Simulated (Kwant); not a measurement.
Computed with Kwant: Hückel tight-binding model, one pz orbital an atom, one spin, coherent transport at 0 K. Conductance is in e²/h.

System: π system c1ccc2c(c1)oc1ccccc12 between two chain leads. The π system is taken as planar. Atoms are numbered from 0 in the order of the SMILES. Site energies (eV, carbon 0): [0.0, 0.0, 0.0, 0.0, 0.0, 0.0, -6.0, 0.0, 0.0, 0.0, 0.0, 0.0, 0.0]. Bonds (i, j, β in eV): (0,1,-3) (1,2,-3) (2,3,-3) (3,4,-3) (4,5,-3) (4,6,-2.4) (6,7,-2.4) (7,8,-3) (8,9,-3) (9,10,-3) (10,11,-3) (11,12,-3) (5,0,-3) (12,7,-3) (12,3,-3). Leads: chains of hopping −4.5 eV, joined by −1.5 eV to atoms 1 and 8.

Site energies and bond integrals are typed Hückel values.

Sweep values stay those of the base run.

One input was changed, with this effect: transmission at E = 0 0.00053 → 0.024.

Task: Which change was it?
A. contacts moved from atoms [1, 8] to [1, 5]
B. contacts moved from atoms [1, 8] to [5, 8]
C. contacts moved from atoms [1, 8] to [0, 11]
D. contacts moved from atoms [1, 8] to [0, 10]
E. contacts moved from atoms [1, 8] to [0, 1]
F. contacts moved from atoms [1, 8] to [0, 9]

Result: E, contacts moved from atoms [1, 8] to [0, 1]
